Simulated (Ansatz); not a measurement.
BN (Imm2), r2SCAN, rigid bands run with Ansatz (a first-principles code): Condition of this run: uniaxial stress along [110] of -45 GPa (compression positive) (the target of the relaxation). band gap 4.05 eV, N_c = 7.58e18 cm⁻³ and N_v = 1.14e19 cm⁻³ at 300 K, conductivity masses along x (a = (0.05, 1.86, 1.78) Å; b = (1.86, 0.05, 1.78) Å; c = (1.91, 1.91, 0.00) Å) of 0.311 mₑ (electrons) and 0.614 mₑ (holes). Take k_BT = 0.02585 eV.

A film of it is 8 nm thick, with its normal along the direction named. Estimate the confinement energies in an infinite well.

ħ²π²/(2m t²) = 0.376 eV·nm²/(m/mₑ × t²) gives 18.9 meV for electrons and 9.57 meV for holes, so the gap would widen to about 4.08 eV. Finite barriers and nonparabolic bands lower this, and with several valleys or bands the heaviest mass along the normal sets the lowest level, not this average.

Find the intrinsic carrier density and the intrinsic Fermi level.

n_i = √(N_c N_v) exp(−E_g/2k_BT) = 9.30e18 × exp(−78.33) = 8.9e-16 cm⁻³. The level lies (k_BT/2) ln(N_v/N_c) = 5 meV from mid-gap (positive towards the conduction band). Each 0.1 eV added to the gap lowers n_i by a factor of 6.9.

What thermal injection velocity √(2k_BT/πm) limits a ballistic channel along the direction named?

9.65e6 cm/s for electrons and 6.87e6 cm/s for holes, a ratio of √(m_h/m_e) = 1.41, for dilute carriers.

Rigid, parabolic bands with the computed gap; masses take one relaxation time for all states. Spin-orbit coupling is left out. Geometry: cell and atoms relaxed with PBEsol.
